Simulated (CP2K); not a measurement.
CP2K run on Al₃GaN₄ (P-43m, 8 atoms in the cell): self-consistent single point.

Computed with CP2K with LDA (Pade form), GPW, DZVP-MOLOPT-SR-GTH basis, GTH-PADE potentials (GTH_POTENTIALS).

The change in words: lattice scaled by 0.98. Reference geometry:
```
Al3GaN4
1.0
    4.40144     0.00000     0.00000
    0.00000     4.40144     0.00000
    0.00000     0.00000     4.40144
Al Ga N
3 1 4
Direct
  0.50000   0.50000   0.00000
  0.00000   0.50000   0.50000
  0.50000   0.00000   0.50000
  0.00000   0.00000   0.00000
  0.74416   0.74416   0.25584
  0.74416   0.25584   0.74416
  0.25584   0.25584   0.25584
  0.25584   0.74416   0.74416
```

Reference input (self-consistent single point, DFT LDA (Pade form), GPW, DZVP-MOLOPT-SR-GTH basis, GTH-PADE potentials (GTH_POTENTIALS)): CUTOFF = 600 Ry; REL_CUTOFF = 50 Ry; SMEAR/METHOD = FERMI_DIRAC; ELECTRONIC_TEMPERATURE = 232.09 K; KPOINTS/SCHEME = MONKHORST-PACK 6 6 6; GAMMA_CENTERED = T; XC_FUNCTIONAL = PADE; Al/BASIS_SET = DZVP-MOLOPT-SR-GTH-q3; Al/POTENTIAL = GTH-PADE-q3; Ga/BASIS_SET = DZVP-MOLOPT-SR-GTH-q13; Ga/POTENTIAL = GTH-PADE-q13; N/BASIS_SET = DZVP-MOLOPT-SR-GTH-q5. This run's input differs from it in these lines:

```diff
@@ -64,5 +64,5 @@
     &CELL
-      A 4.40144000 0.00000000 0.00000000
-      B 0.00000000 4.40144000 0.00000000
-      C 0.00000000 0.00000000 4.40144000
+      A 4.31341100 0.00000000 0.00000000
+      B 0.00000000 4.31341100 0.00000000
+      C 0.00000000 0.00000000 4.31341100
       PERIODIC XYZ
```

Log, with long lists cut:

```
 SCF WAVEFUNCTION OPTIMIZATION

  Step     Update method      Time    Convergence         Total energy    Change
     1 NoMix/Diag. 0.40E+00      -     1.79154216      -121.6633622470 -1.22E+02
     2 Broy./Diag. 0.40E+00      -     0.25177502      -116.3798591742  5.28E+00
     3 Broy./Diag. 0.40E+00      -     0.10460098      -120.3295482360 -3.95E+00
     4 Broy./Diag. 0.40E+00      -     0.05066176      -120.9890643290 -6.60E-01
     5 Broy./Diag. 0.40E+00      -     0.00403523      -120.9691891641  1.99E-02
     6 Broy./Diag. 0.40E+00      -     0.00398082      -120.9997210079 -3.05E-02
   [... 2 lines left out ...]
     9 Broy./Diag. 0.40E+00      -     0.00002933      -121.0085948773 -6.89E-04
    10 Broy./Diag. 0.40E+00      -     0.00002486      -121.0087750392 -1.80E-04
    11 Broy./Diag. 0.40E+00      -     0.00001168      -121.0087571477  1.79E-05
    12 Broy./Diag. 0.40E+00      -     0.00000081      -121.0087386682  1.85E-05
  *** SCF run converged in    12 steps ***

  Overlap energy of the core charge distribution:               0.00000001864838
  Self energy of the core charge distribution:               -211.76976210433068
  Core Hamiltonian energy:                                     62.49117045163514
  Hartree energy:                                              51.18209912344185
  Exchange-correlation energy:                                -22.91224615763895
  Electronic entropic energy:                                  -0.00000000000000
  Fermi energy:                                                 0.29382850675722

  Total energy:                                              -121.00873866824429
  Total energy (extrapolated to T->0):                       -121.00873866824429

                     Mulliken Population Analysis

   [... lines left out ...]

 STRESS| Analytical stress tensor [bar]
 STRESS|                        x                   y                   z
 STRESS|      x        8.34275725062E+04  -1.04898502354E-01   1.23166556882E-02
 STRESS|      y       -1.04898502354E-01   8.34273824520E+04   9.90258394747E-02
 STRESS|      z        1.23166556882E-02   9.90258394747E-02   8.34275937562E+04
 STRESS| 1/3 Trace                                             8.34275162381E+04
```

The run converged in 12 iterations. Against the reference run the free energy goes up by 6.7 meV/atom, the pressure goes from -4.32 to 8.34 GPa, the largest force goes from 0.007 to 0.051 eV/Å and the gap on the mesh goes from 3.396 to 3.434 eV.

The starting cell comes from a database of computed structures (which also holds hypothetical and non-ambient phases and stackings), without a prior relaxation at this level. For this run, on top of that: lattice scaled by 0.98. Values carry the incompleteness of an atom-centred basis. With a pressure of about 8 GPa the cell is away from its equilibrium volume at this level.

Cost on one core of a shared machine: roughly 40 s.
